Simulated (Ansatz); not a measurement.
Band structure of ZrScVNi3 (R3m, 6 atoms in the cell).

```xyz
6
Lattice="2.5400 1.4665 3.9230 -2.5400 1.4665 3.9230 0.0000 -2.9330 3.9230" Properties=species:S:1:pos:R:3 pbc="T T T"
Zr     0.0000     0.0000    11.7027
Sc     0.0000     0.0000     2.9842
V      0.0000     0.0000     7.3686
Ni     1.2666    -0.7313     5.3977
Ni     0.0000     1.4625     5.3977
Ni    -1.2666    -0.7313     5.3977
```
Moments meant for the start (each program seeds them in its own way; μB, in the order of the atoms Zr Sc V Ni Ni Ni): 0.0 0.0 2.0 2.0 2.0 2.0.

Computed with LDA (PW92), PAW files made with PBE (plane waves; Ansatz, an electronic-structure program).

Settings: basis.ecutwfc = 420 eV; kpoints.mp_grid.grid = 4 4 4; hamiltonian.xc = lda; hamiltonian.pseudopotentials = {kind: paw} (the program's default PAW files); magnetization.spin_polarized = true; scf.occupations.method = gaussian; scf.occupations.width = 0.05 eV; kpoints.band_path.path = [[0.0, 0.0, 0.0], [0.5, 0.0, 0.0], [0.5, 0.25982774, -0.25982774]]; kpoints.band_path.npoints = 8.

The starting cell comes from a database of computed structures (which also holds hypothetical and non-ambient phases and stackings), without a prior relaxation at this level. The moments shrank to a small part of their start, a low-spin state that need not be the lowest. The program warned that a starting moment was not kept.

Levels in eV from the Fermi level, bands 42 to 49 of the first spin channel:
```csv
point,42,43,44,45,46,47,48,49
Γ,-0.52,-0.47,-0.47,-0.46,0.08,0.47,0.47,0.71
L,-1.28,-0.06,0.14,0.15,0.37,0.41,0.55,0.79
B1,-1.43,-1.28,-0.51,-0.42,-0.09,0.45,0.62,1.04
```

Bands cross the Fermi level along this path, so the cell is metallic at this level.

The net moment of the cell came out as 0.59 μB.

Keys are those of Ansatz 0.2.
